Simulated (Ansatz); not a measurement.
Base system: TaN in the rock salt structure (space group Fm-3m, No. 225; a = 4.4161 Å).

Method: DFT with PBE, PAW potentials and a 420 eV plane-wave cutoff in Ansatz (a quantum-chemistry and plane-wave program), scalar-relativistic without spin-orbit coupling, earlier PAW set.

For the base:

| Property | Result |
|---|---|
| Lattice parameter a | 4.416 Å |

The change: full substitution Ta → Hf; the structure is relaxed again.

**Question.** What happens to the lattice parameter a?

**Answer.** The lattice parameter a rises by 0.132 Å to 4.548 Å.

Stability against distortions was not tested. The final runs are not spin-polarised. An odd electron count without spin: HfN. This is not the structure that TaN has at room temperature and ambient pressure.
